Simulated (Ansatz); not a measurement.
Consider the energy of one form of C over another. The value is E(A) − E(B), in meV per atom.

A: C (sp3 polytype, P6₃/mmc), 24 atoms in the cell, k-point mesh 15×15×2 on the run's own vectors.
```yaml
crystal:
  lattice:
    - [2.52301, 0.00000, 0.00000]
    - [-1.26151, 2.18499, 0.00000]
    - [0.00000, 0.00000, 24.80174]
  atoms:
    - { symbol: C, position: [0.33333, 0.66667, 0.80257] }
    - { symbol: C, position: [0.33333, 0.66667, 0.86488] }
    - { symbol: C, position: [0.66667, 0.33333, 0.88568] }
    - { symbol: C, position: [0.66667, 0.33333, 0.94803] }
    - { symbol: C, position: [0.00000, 0.00000, 0.96882] }
    - { symbol: C, position: [0.00000, 0.00000, 0.03118] }
    - { symbol: C, position: [0.33333, 0.66667, 0.05197] }
    - { symbol: C, position: [0.33333, 0.66667, 0.11432] }
    - { symbol: C, position: [0.66667, 0.33333, 0.13512] }
    - { symbol: C, position: [0.66667, 0.33333, 0.19743] }
    - { symbol: C, position: [0.00000, 0.00000, 0.21835] }
    - { symbol: C, position: [0.00000, 0.00000, 0.28165] }
    - { symbol: C, position: [0.66667, 0.33333, 0.30257] }
    - { symbol: C, position: [0.66667, 0.33333, 0.36488] }
    - { symbol: C, position: [0.33333, 0.66667, 0.38568] }
    - { symbol: C, position: [0.33333, 0.66667, 0.44803] }
    - { symbol: C, position: [0.00000, 0.00000, 0.46882] }
    - { symbol: C, position: [0.00000, 0.00000, 0.53118] }
    - { symbol: C, position: [0.66667, 0.33333, 0.55197] }
    - { symbol: C, position: [0.66667, 0.33333, 0.61432] }
    - { symbol: C, position: [0.33333, 0.66667, 0.63512] }
    - { symbol: C, position: [0.33333, 0.66667, 0.69743] }
    - { symbol: C, position: [0.00000, 0.00000, 0.71835] }
    - { symbol: C, position: [0.00000, 0.00000, 0.78165] }
```

B: C (lonsdaleite, P6₃/mmc), 4 atoms in the cell, k-point mesh 18×18×8 on the run's own vectors.
```
C
1.0
    2.51158     0.00000     0.00000
   -1.25579     2.17509     0.00000
    0.00000     0.00000     4.18032
C
4
Direct
  0.33333   0.66667   0.56273
  0.33333   0.66667   0.93727
  0.66667   0.33333   0.06273
  0.66667   0.33333   0.43727
```

Computed with Ansatz (plane waves, PAW), its PAW set soft_1, cutoff 420 eV, 500 eV for r2SCAN. The structures are at rest with PBE; other levels are single points on them. HSE06 runs on coarser k-point meshes, mended by the PBE difference between the two meshes. Neutral cells; Fermi-Dirac smearing of at most 0.05 eV in the solids, energies taken to zero width. The lattices are those relaxed with PBE, so at other levels the solids can be strained, which adds to the spread. Larger cells are relaxed from a start prepared with the learned potential CHGNet, on a coarser mesh till forces fall under 0.03 eV/Å, which some starts already meet. A dispersion term (D3(BJ), or D4 for r2SCAN) was computed beside these levels and is taken off wherever the name lacks it. Nuclei at rest; no vibrational terms. Cells are local rest points, mostly with their start's symmetry.

Q: What value does r2SCAN give?

A: -24 meV/atom for A less B, so C (sp3 polytype, P6₃/mmc) (A) lies lower.

Q: How does the value move with the functional?

A: 
```
Level  value (meV/atom)  less r2SCAN
-----  ----------------  -----------
PBE                 -22            2
HSE06               -23            1
```

The levels span only 2 meV/atom, too little to tell them apart.

Ansatz is a first-principles code.
